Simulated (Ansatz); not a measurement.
Fluorite HfO2 (high-temperature phase): equilibrium lattice constant a by level of theory

No measured value is used here.

Problem. Put these levels in order of the equilibrium lattice constant a that they give for fluorite HfO2 (high-temperature phase), smallest first: LDA (Ansatz, a program for electronic structure), PBE-D3(BJ) (Ansatz), r²SCAN+SOC (Ansatz), r²SCAN0 (Ansatz).

Solution. LDA (5.001 Å), r²SCAN0 (5.038 Å), r²SCAN+SOC (5.057 Å), PBE-D3(BJ) (5.072 Å)

Density-functional levels without +SOC have no spin–orbit coupling. PBE-D3(BJ), LDA, r²SCAN+SOC, r²SCAN0: symmetry holds this phase in the static calculation, where it need not be a minimum. Cutoffs and k meshes differ between the levels. Ansatz's density-functional and Hartree–Fock values are scalar-relativistic unless marked +SOC, with PAW data made under PBE.
